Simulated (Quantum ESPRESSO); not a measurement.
Worked example: self-consistent single point of NbRu (P1, 2 atoms in the cell) in Quantum ESPRESSO.

Level of theory: LDA (PZ), GBRV 1.5 ultrasoft (LDA) pseudopotentials (plane waves; Quantum ESPRESSO).

The change in words: lattice scaled by 0.98. Reference geometry:
```yaml
crystal:
  lattice:
    - [3.18649, 0.00000, 0.00000]
    - [0.00000, 3.18649, 0.00000]
    - [0.00000, 0.00000, 3.18649]
  atoms:
    - { symbol: Nb, position: [0.98809, 0.01268, 0.00951] }
    - { symbol: Ru, position: [0.51191, 0.48732, 0.49049] }
```

Reference input (self-consistent single point, DFT, LDA (PZ), plane waves, GBRV 1.5 ultrasoft (LDA) pseudopotentials): ecutwfc = 40 Ry; ecutrho = 320 Ry; occupations = smearing; smearing = gaussian; degauss = 0.0099958 Ry; potentials = {Nb: nb_lda_v1.uspp.F.UPF, Ru: ru_lda_v1.2.uspp.F.UPF}; K_POINTS = automatic 8 8 8 0 0 0; conv_thr = 1e-10 Ry; mixing_beta = 0.4. This run's input differs from it in these lines:

```diff
@@ -11,3 +11,3 @@
    ibrav = 0
-   celldm(1) = 6.02159340
+   celldm(1) = 5.90116115
    nat = 2
```

Output (repeated stretches shortened):

```
     Self-consistent Calculation

     iteration #  1     ecut=    40.00 Ry     beta= 0.40

---- Real-time Memory Report at c_bands before calling an iterative solver
           121 MiB given to the printing process from OS
            86 MiB allocation reported by mallinfo(arena+hblkhd)
------------------

     negative rho (up, down):  6.960E-02 0.000E+00

     total energy              =    -312.49325005 Ry
     estimated scf accuracy    <       0.74723518 Ry

     iteration #  2     ecut=    40.00 Ry     beta= 0.40

---- Real-time Memory Report at c_bands before calling an iterative solver
   [... lines left out ...]
           181 MiB given to the printing process from OS
            94 MiB allocation reported by mallinfo(arena+hblkhd)
------------------

     negative rho (up, down):  7.017E-02 0.000E+00

     total energy              =    -312.55064577 Ry
     estimated scf accuracy    <          6.3E-09 Ry

     iteration # 11     ecut=    40.00 Ry     beta= 0.40

---- Real-time Memory Report at c_bands before calling an iterative solver
           181 MiB given to the printing process from OS
            94 MiB allocation reported by mallinfo(arena+hblkhd)
------------------

     negative rho (up, down):  7.017E-02 0.000E+00
     End of self-consistent calculation

     the Fermi energy is    21.8489 ev

!    total energy              =    -312.55064578 Ry
     estimated scf accuracy    <          8.5E-11 Ry
     smearing contrib. (-TS)   =      -0.00217306 Ry
     internal energy E=F+TS    =    -312.54847271 Ry

     convergence has been achieved in  11 iterations

     negative rho (up, down):  7.017E-02 0.000E+00

     Forces acting on atoms (cartesian axes, Ry/au):

     atom    1 type  1   force =     0.00949093   -0.01014572   -0.00736534
     atom    2 type  2   force =    -0.00949093    0.01014572    0.00736534

     Total force =     0.022238     Total SCF correction =     0.000010

     negative rho (up, down):  7.017E-02 0.000E+00
          total   stress  (Ry/bohr**3)                   (kbar)     P=        2.28
   0.00001268  -0.00002759  -0.00001903            1.86       -4.06       -2.80
  -0.00002759   0.00000877   0.00002071           -4.06        1.29        3.05
  -0.00001903   0.00002071   0.00002496           -2.80        3.05        3.67

   JOB DONE.
```

The run converged in 11 iterations. Against the reference run the free energy goes down by 42.1 meV/atom, the pressure goes from -13.89 to 0.23 GPa and the largest force goes from 0.204 to 0.404 eV/Å.

The starting cell comes from a database of computed structures (which also holds hypothetical and non-ambient phases and stackings), without a prior relaxation at this level. Its atoms were displaced at random from the sites of space group no. 221. For this run, on top of that: lattice scaled by 0.98. Spin polarisation is off.

Cost on one core of a shared machine: roughly 2 min.
